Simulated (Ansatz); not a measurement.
System: cubic perovskite KZnF3. Method: PBE (Ansatz, an electronic-structure program, PAW).

Run with plane-wave cutoff 520 eV, 6×6×6 k mesh, scalar-relativistic PAW data made under PBE.

Cell (relaxed at this level):

```cif
data_F3KZn
_chemical_formula_sum 'K1 Zn1 F3'
_space_group_name_H-M_alt 'P 1'
_space_group_IT_number 1
_cell_length_a 4.12761
_cell_length_b 4.12761
_cell_length_c 4.12761
_cell_angle_alpha 90.000
_cell_angle_beta 90.000
_cell_angle_gamma 90.000
loop_
_space_group_symop_operation_xyz
  'x, y, z'
loop_
_atom_site_label
_atom_site_type_symbol
_atom_site_fract_x
_atom_site_fract_y
_atom_site_fract_z
_atom_site_occupancy
K1 K 0.00000 0.00000 0.00000 1
Zn1 Zn 0.50000 0.50000 0.50000 1
F1 F 0.50000 0.00000 0.50000 1
F2 F 0.00000 0.50000 0.50000 1
F3 F 0.50000 0.50000 0.00000 1
```

**Question.** Estimate the Poisson ratio, elastic constant C44, elastic constant C11 and elastic constant C12 that the calculation returns.

**Answer.** 
- Poisson ratio: 0.297
- elastic constant C44: 31.9 GPa
- elastic constant C11: 115 GPa
- elastic constant C12: 47.1 GPa

Measured, for comparison: elastic constant C44 38.1 GPa, elastic constant C11 134 ± 1 GPa, elastic constant C12 52.7 ± 0.5 GPa (temperature not stated, no zero-point or thermal correction; as tabulated in Vaitheeswaran et al. (2016), arXiv:1609.00541). Computed (rounded) less measured: elastic constant C44 -16 %, elastic constant C11 -14 %, elastic constant C12 -11 %.

Elastic constants are with the ions relaxed.

Computed values are for the static lattice.

Cost on a shared machine: around 70 core-seconds (rough).
